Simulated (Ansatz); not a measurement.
```xyz
4
Lattice="3.1129 0.0000 0.0000 -1.5564 2.6958 0.0000 0.0000 0.0000 5.1084" Properties=species:S:1:pos:R:3 pbc="T T T"
Si     0.0000     1.7972     5.1062
Si     1.5564     0.8986     2.5520
C      0.0000     1.7972     1.9178
C      1.5564     0.8986     4.4720
```

No spin polarisation.

Level of theory: Ansatz (an electronic-structure program), PBEsol, PAW, cutoff 420 eV, spin-orbit coupling left out. Γ-centred 12×12×7 mesh, Fermi–Dirac width 0.05 eV.

Predict the band gap and smallest direct gap.


- Band gap: 2.19 eV
- Smallest direct gap: 3.79 eV

The cells carry an imposed strain or load. Stability against distortions was not tested. The cell was made from SiC in the wurtzite structure (space group P6_3mc, No. 186) by this change: isotropic strain +1.20 %.
